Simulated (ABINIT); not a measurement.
Band structure of SiRu (Pm-3m, 2 atoms in the cell).

```yaml
crystal:
  lattice:
    - [2.91612, 0.00000, 0.00000]
    - [0.00000, 2.91612, 0.00000]
    - [0.00000, 0.00000, 2.91612]
  atoms:
    - { symbol: Si, position: [0.50000, 0.50000, 0.50000] }
    - { symbol: Ru, position: [0.00000, 0.00000, 0.00000] }
```

Method of the run: LDA (PW92), PAW (JTH v2.0 LDA PAW) (plane waves; ABINIT 10.0.3).

Settings: pseudos = [Si.LDA_PW-JTH.xml, Ru.LDA_PW-JTH.xml]; ecut = 544 eV; pawecutdg = 1088 eV; pawxcdev = 0; occopt = 3; tsmear = 0.00367493 Ha; ngkpt = 8 8 8; nshiftk = 1; shiftk = 0 0 0; potentials = JTH v2.0 LDA PAW; kptopt = 1; nstep = 60; tolvrs1 = 1e-12.

The starting cell comes from a database of computed structures (which also holds hypothetical and non-ambient phases and stackings), without a prior relaxation at this level. Spin polarisation is off.

Levels in eV from the Fermi level, bands 7 to 14:
```tsv
point	7	8	9	10	11	12	13	14
Γ	-5.36	-1.09	-1.09	-1.09	2.42	2.42	2.42	9.40
X	-4.39	-3.54	-3.54	-0.75	0.95	5.40	8.58	8.58
M	-4.39	-4.39	-2.67	-2.67	0.46	3.06	4.24	5.67
R	-7.31	-3.49	0.57	0.57	2.71	2.71	2.71	6.24
```

Bands cross the Fermi level along this path, so the cell is metallic at this level.
